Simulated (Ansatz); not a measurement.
An Ansatz (an electronic-structure program) input (Ansatz r2SCAN, without spin-orbit coupling):

Ansatz 0.2 input:
```yaml
crystal:
  lattice:
    - [3.6149245517, 0, 0]
    - [0, 3.6149245517, 0]
    - [0, 0, 20.112275328]
  atoms:
    - { symbol: Cl, position: [0.25, -0.25, 0.3729065895] }
    - { symbol: Li, position: [0.75, 0.25, 0.3729065895] }
    - { symbol: Cl, position: [0.75, -0.75, 0.5] }
    - { symbol: Li, position: [1.25, -0.25, 0.5] }
    - { symbol: Cl, position: [1.25, -1.25, 0.6270934105] }
    - { symbol: Li, position: [1.75, -0.75, 0.6270934105] }
basis: { ecutwfc: 500, ecutrho_ratio: 4, xc_grid: 4, fft_grid_basis: typed }
kpoints: { mp_grid: { grid: [9, 9, 1] } }
hamiltonian:
  xc: r2scan
  dispersion: none
  pseudopotentials: { kind: paw }
scf: { occupations: { method: fermi_dirac, width: 0.05 }, convergence: { dr2_threshold: 0.0000000006 } }
relax: { f_tol: 0.01, max_steps: 50 }
output: { forces: true, stress: true }
checkpoint: { write: state.ck, write_every: 1000 }
```

### Question
Which symmetry and how many k-points will the program report, and about how many plane waves at Γ?

### Answer
Space group P4/mmm (ITA 123) with 16 operations, k-points 15 of 81, and 6729 plane waves at Γ.

Whether these cells are dynamically stable was not tested. The cell was made from LiCl in the rock salt structure (space group Fm-3m, No. 225) by this change: a free-standing slab of 3 layers (6 atoms, 2 a layer) is cut normal to the z axis, with 15 Å of vacuum and the in-plane cell held at bulk.
